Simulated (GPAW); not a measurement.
# A short convergence ladder for CoSi2 (I4mm, 3 atoms in the cell)

```
CELL_PARAMETERS angstrom
      0.00000     2.67196     2.67196
      2.67196     0.00000     2.67196
      2.67196     2.67196     0.00000
ATOMIC_POSITIONS crystal
  Co 0.00936 0.00936 0.99064
  Si 0.25000 0.25000 0.25000
  Si 0.75000 0.75000 0.75000
```

Base method: PBEsol, GPAW PAW datasets PBEsol (made by gpaw-setup) (plane waves; GPAW 25.7.0).

Base settings: mode = pw; ecut = 850 eV; xc = PBEsol; kpts = 4 4 4; mesh shift (steps) = 0 0 0; occupations.name = fermi-dirac; occupations.width = 0.1 eV; nbands = -9; symmetry.symmorphic = false; symmetry.tolerance = 0.0005.

Core times come from one kind of shared machine, to one figure; runs under 30 s give none.

**The relaxed cell against the cutoff**

On CoSi2 (Fm-3m, 3 atoms in the cell): atoms on their sites.

In this ladder: convergence.density = 1e-05 e/electron; optimizer = BFGS; fmax = 0.03 eV/Å.

The mesh stays at the base's, so the ladder's end is converged at best in this setting alone.

Only quantities that move along the ladder and can be compared are tabulated.

```tsv
ecut	relaxed volume (Å³/atom)	relaxation steps	core time / last (rough)
425 eV	12.395	2	–
510 eV	12.444	2	–
595 eV	12.544	2	–
720 eV	12.575	2	0.7
850 eV	12.571	2	0.6
1020 eV	12.575	2	0.7
1275 eV	12.577	2	0.8
1700 eV	12.578	2	1
```

Coarsest ecut that holds the relaxed volume within 0.063 Å³/atom of the last step, with all finer ones: 595 eV; the step before is off by 0.13 Å³/atom.

At the lowest cutoff the cell relaxes to a volume 1.5 % smaller than at the highest.

On the base run: the starting cell has typed, rounded lattice constants, without a prior relaxation at this level. Its lattice was rescaled by up to half a per cent. One atom was moved a little off its site on purpose. Spin polarisation is off. Without a gap this mesh is coarse (it stands for a supercell whose shortest vector is 15 Å).
